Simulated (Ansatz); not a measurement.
The starting structures come from a database of crystals and need not be the phases stable at ambient conditions.

By PBEsol, the system below comes out a metal.

Here is the system:

```
Be5Pd
1.0
    4.22555     0.00000     0.00000
    0.00000     4.22555     0.00000
    2.11277     2.11277     2.98792
Be Pd
5 1
Direct
  0.75000   0.25000   0.50000
  0.37539   0.12617   0.24922
  0.87383   0.62461   0.75078
  0.37539   0.62461   0.75078
  0.37539   0.62461   0.24922
  0.00000   0.00000   0.00000
```

Space group of this cell: F-43m. The cell is taken as given; by PBEsol its mean pressure is -2.1 GPa.

The current flows along the normal of the first two printed cell vectors, the (001) plane of the conventional cell. No spin-orbit coupling; the value is a mean over 0.1 eV about the Fermi level.

**Question.** Predict the ballistic conductance per area from PBEsol (Ansatz, a first-principles code).

**Answer.** 0.30 × 10¹⁵ S/m² for both spins.
